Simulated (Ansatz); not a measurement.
System: C11b MoSi2. Method: BLYP (Ansatz, an electronic-structure program, PAW).

Run with plane-wave cutoff 520 eV, 24×24×24 k mesh, Fermi–Dirac smearing 0.05 eV, no spin polarisation, scalar-relativistic PAW data made under PBE.

Starting structure:

```
MoSi2
1.0
   -1.60500     1.60500     3.92500
    1.60500    -1.60500     3.92500
    1.60500     1.60500    -3.92500
Si Mo
2 1
Direct
  0.66500   0.66500   0.00000
  0.33500   0.33500   0.00000
  0.00000   0.00000   0.00000
```

Problem. Into what structure does the relaxation of cell and atoms lead at this level, with the symmetry of the start kept?

Solution. The volume increases by 5.7 %; final space group I4/mmm.
```
MoSi2
1.0
   -1.63855     1.63855     3.98076
    1.63855    -1.63855     3.98076
    1.63855     1.63855    -3.98076
Si Mo
2 1
Direct
  0.66350   0.66350   0.00000
  0.33650   0.33650   0.00000
  0.00000   0.00000   0.00000
```
